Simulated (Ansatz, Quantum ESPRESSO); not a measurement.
# AgAu3 (Pm-3m, 4 atoms in the cell) computed with different codes at matched settings

Self-consistent single point.

```
AgAu3
1.0
    4.12163     0.00000     0.00000
    0.00000     4.12163     0.00000
    0.00000     0.00000     4.12163
Ag Au
1 3
Direct
  0.50000   0.50000   0.50000
  0.50000   0.00000   0.00000
  0.00000   0.50000   0.00000
  0.00000   0.00000   0.50000
```

Shared settings, as Ansatz (a first-principles code) writes them: kpoints.mp_grid.grid = 6 6 6; magnetization.spin_orbit = true; scf.occupations.method = fermi_dirac; scf.occupations.width = 0.1 eV. Potentials and cutoffs stand in the table.

| code | model | pressure (GPa) | cutoff |
|---|---|---|---|
| Quantum ESPRESSO | LDA (PZ), spin-orbit coupling, PseudoDojo fully relativistic norm-conserving (PBE) pseudopotentials | -10.24 | 85 Ry |
| Ansatz | LDA (PW92) with spin-orbit coupling, PAW files made with PBE | -11.00 | 420 eV |

The spread over the programs that give each value: pressure within 0.76 GPa.

Ansatz's pressure is given at a fixed set of plane waves, as the other plane-wave codes print theirs; with its correction for the finite basis it is -10.74 GPa (the shift of 0.25 GPa shows how far the cutoff is from converged). The same LDA comes in different parametrisations, which differ slightly.

The starting cell comes from a database of computed structures (which also holds hypothetical and non-ambient phases and stackings), without a prior relaxation at this level.

Left out of this page: Elk (not drawn, or without a comparable value).

Keys are those of Ansatz 0.2.
